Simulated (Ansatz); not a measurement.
Consider SnSe2 in the CdI2 type structure (space group P-3m1, No. 164; a = 3.840 Å, c = 6.006 Å; layered, stacked along the Cartesian z axis).

The values are results of PBE-D3(BJ), PAW, 420 eV (Ansatz, a first-principles code; without spin-orbit coupling), not measurements.

Before the change:

| Item | Result |
|---|---|
| Gap between the host's bands | 0.36 eV |
| Gap character | indirect, K–Γ (79 % along) → k = (0, 0.444, 0.300) in the run's primitive reciprocal basis |

Perturbation: electron doping at 5.0×10^21 cm⁻³ (0.384 per cell), with a uniform compensating background at fixed cell and a 300 K Fermi–Dirac width.

Question: How does this affect the gap between the host's bands?

Answer: The gap between the host's bands falls by 0.18 eV, from 0.36 eV to 0.18 eV.

Question: Predict the new gap character.

Answer: The gap character stays indirect, K–Γ (79 % along) → k = (0, 0.444, 0.300) in the run's primitive reciprocal basis.

Question: How does this affect the Fermi level from band edge?

Answer: The Fermi level relative to the doped band's edge (positive inside the band; to 0.05 eV) comes out as +0.70 eV.

Question: Estimate the effect on the largest internal atomic displacement.

Answer: The largest internal atomic displacement is 0.051 Å.

Charged cell with a jellium background: band edges are those of the host's band count, energies are not comparable with the neutral cell, and many-body gap narrowing is missing. No phonon test of stability was made.
